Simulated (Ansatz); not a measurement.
Take IrO2 in the rutile structure (space group P4_2/mnm, No. 136; a = 4.472 Å, c = 3.154 Å) as the base.

Method: PBEsol (Ansatz, a program for electronic structure, PAW, no spin-orbit coupling).

One change was made to it. Results:

The band gap stays zero; the c/a ratio is still 0.705; the volume per atom hardly moves (10.51 Å³ against 10.50 Å³).

**Question.** Name the change that was made.
(A) pressure −2 GPa
(B) pressure 7.5 GPa
(C) pressure 10 GPa
(D) pressure 0.3 GPa

**Answer.** D, pressure 0.3 GPa. For comparison, the volume per atom in the other runs: pressure −2 GPa gives 10.58 Å³; pressure 10 GPa gives 10.18 Å³; pressure 7.5 GPa gives 10.26 Å³.

Load acts through the strain it causes; cell and atoms are relaxed under it. Stability against distortions was not tested. Competing high-pressure phases were not computed. No Hubbard U is applied, and correlation can decide whether such a compound is a metal. All final runs are without spin polarisation.
